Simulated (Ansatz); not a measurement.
## Hypothetical CsCl type TaAs, pressure series

Take TaAs in the CsCl type structure (space group Pm-3m, No. 221; a hypothetical phase, not in the database extracts checked) as the base.

```yaml
crystal:
  lattice:
    - [3.21452, 0.00000, 0.00000]
    - [0.00000, 3.21452, 0.00000]
    - [0.00000, 0.00000, 3.21452]
  atoms:
    - { symbol: Ta, position: [0.00000, 0.00000, 0.00000] }
    - { symbol: As, position: [0.50000, 0.50000, 0.50000] }
```

Cell and atoms are relaxed at each pressure.

Computed with PBE in Ansatz (plane waves to 420 eV, PAW, no spin-orbit coupling).

```json
[
 {"pressure (GPa)": "-2", "volume per atom (Å³/atom)": "16.800"},
 {"pressure (GPa)": "-1", "volume per atom (Å³/atom)": "16.703"},
 {"pressure (GPa)": "0", "volume per atom (Å³/atom)": "16.608"},
 {"pressure (GPa)": "0.3", "volume per atom (Å³/atom)": "16.580"},
 {"pressure (GPa)": "1.5", "volume per atom (Å³/atom)": "16.473"},
 {"pressure (GPa)": "3", "volume per atom (Å³/atom)": "?"},
 {"pressure (GPa)": "5", "volume per atom (Å³/atom)": "16.176"},
 {"pressure (GPa)": "7.5", "volume per atom (Å³/atom)": "15.981"},
 {"pressure (GPa)": "10", "volume per atom (Å³/atom)": "15.798"}
]
```

Question: Fit the third-order Birch–Murnaghan form P(V) = (3B₀/2)[(V₀/V)^(7/3) − (V₀/V)^(5/3)]·[1 + (3/4)(B₀′ − 4)((V₀/V)^(2/3) − 1)] (squares taken in P) to the rows shown and predict the withheld row.

Answer: Least squares on the printed values gives V₀ = 16.608 Å³/atom, B₀ = 179 GPa, B₀′ = 4.4; this predicts 16.342 Å³/atom, and the run gives 16.341 Å³/atom, in agreement.

Load acts through the strain it causes; cell and atoms are relaxed under it. No phonon test of stability was made. No other phases were tried under pressure. The final runs are not spin-polarised.

Ansatz is an electronic-structure program.
